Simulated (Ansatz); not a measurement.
BeS (model structure, started from the WC type, P-6m2, No. 187, 2 atoms in the cell)

These are PBE-D3(BJ) (Ansatz, a first-principles code, PAW) values and carry that method's errors.

Settings: plane-wave cutoff 500 eV, 18×18×14 k mesh (along the axes of the cell as run), Fermi–Dirac smearing 0.05 eV, scalar-relativistic PAW data made under PBE.

Cell (relaxed at this level):

```
BeS
1.0
    3.16884     0.00000     0.00000
   -1.58442     2.74430     0.00000
    0.00000     0.00000     2.88818
Be S
1 1
Cartesian
  0.00000   0.00000   0.00000
  1.58442   0.91477   1.44409
```

| Property | Result |
|---|---|
| band gap | zero (no gap) |

Note: the relaxation could raise the start's symmetry but not lower it, so the cell can be a saddle point.

The computed numbers hold no vibrational or temperature effects.

A model structure was made by putting elements into a prototype or built by hand; it is no filed structure, need not be a known phase, and can be a saddle point held by its symmetry.
